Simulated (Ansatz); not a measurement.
This concerns the formation energy of CuI (zinc blende, F-43m) from the elements. Reaction: I (Cmce) + Cu (fcc) → CuI (zinc blende). Negative: the products are lower in energy. The value is per atom of the solid.

CuI (zinc blende, F-43m), 2 atoms in the cell; spin state with PBE: run without spin, k-point mesh 10×10×10 on the run's own vectors.
CuI is modelled in the cubic space group F-43m (No. 216), the zinc blende structure, Pearson symbol cF8. Conventional cell: a = 5.970 Å, b = 5.970 Å, c = 5.970 Å, α = 90.00°, β = 90.00°, γ = 90.00°. Cu on 4d sees 4 I at 2.585 Å (tetrahedral). I on 4a has 4 Cu at 2.585 Å (tetrahedral). (Neighbours: up to the widest gap in distance over summed covalent radii, below 1.35, at either atom; cation-cation and far metal-metal contacts left out.)
(The calculation used a cell of 2 atoms; values per cell refer to that cell.)

I (Cmce), 4 atoms in the cell, k-point mesh 10×10×4 on the run's own vectors. Conventional cell: a = 7.3486 Å, b = 4.4868 Å, c = 9.6507 Å, α = β = γ = 90.00°.

Cu (fcc, Fm-3m), 1 atom in the cell; spin state with PBE: run without spin, k-point mesh 28×28×28 on the run's own vectors. Conventional cell: a = b = c = 3.562 Å, α = β = γ = 90.00°.

Computed with Ansatz (plane waves, PAW), its PAW set soft_1, cutoff 420 eV, 500 eV for r2SCAN. The structures are at rest with PBE+D3(BJ); other levels are single points on them. HSE06 runs on coarser k-point meshes, mended by the PBE difference between the two meshes. Some cells are metallic or hold partly filled levels, where a hybrid on a coarse mesh is less sure. Neutral cells; Fermi-Dirac smearing of at most 0.10 eV in the solids, energies taken to zero width. The lattices are those relaxed with PBE+D3(BJ), so at other levels the solids can be strained, which adds to the spread. A dispersion term (D3(BJ), or D4 for r2SCAN) was computed beside these levels and is taken off wherever the name lacks it. Space groups of crystals are read within 0.01 Å. Nuclei at rest; no vibrational terms. Spin-orbit coupling is left out. No Hubbard U is applied.

Estimate the value that r2SCAN returns for this input.

-0.20 eV/atom, for I (Cmce) + Cu (fcc) → CuI (zinc blende).

List the value at the remaining levels and say how far they part.


```csv
Level,value (eV/atom),less r2SCAN
PBE+D3(BJ),-0.05,0.15
r2SCAN+D4,-0.17,0.03
HSE06,-0.40,-0.20
```

The levels shown span 0.35 eV/atom, from HSE06 (-0.40) to PBE+D3(BJ) (-0.05).

Ansatz is a quantum-chemistry and plane-wave program.
